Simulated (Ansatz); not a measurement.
wurtzite ZnS, quasi-harmonic approximation with LDA in Ansatz (a quantum-chemistry and plane-wave program). Another polymorph of this substance is known too; which is more stable was not tested here. Dynamical quadrupoles are not included in the interpolation of the phonons between the solved wave vectors.

| T (K) | α_a (10⁻⁶/K) | α_c (10⁻⁶/K) | C_P (J/mol/K) | bulk modulus B_T (GPa) | γ |
|---|---|---|---|---|---|
| 50 | -0.2 | -0.5 | 11.4 | 84.5 | -0.14 |
| 200 | 5.5 | 4.6 | (withheld) | 83.1 | 0.74 |
| 450 | 8.0 | 6.9 | 47.9 | 79.9 | 0.87 |
| 500 | 8.2 | 7.1 | 48.4 | 79.2 | 0.88 |
| 600 | 8.6 | 7.4 | 49.2 | 77.9 | 0.89 |
| 650 | 8.7 | 7.5 | 49.4 | 77.2 | 0.90 |
| 750 | 9.0 | 7.8 | 49.9 | 75.8 | 0.91 |
| 1000 | 9.7 | 8.4 | 50.7 | (withheld) | 0.94 |

### Question
Some entries are withheld; supply them.

### Answer

- 200, C_P (J/mol/K): 39.7
- 1000, bulk modulus B_T (GPa): 72.4

The crystal is held in this phase throughout; melting and phase transitions are not modelled.

The PAW data sets were generated under PBE and serve the other functionals too.
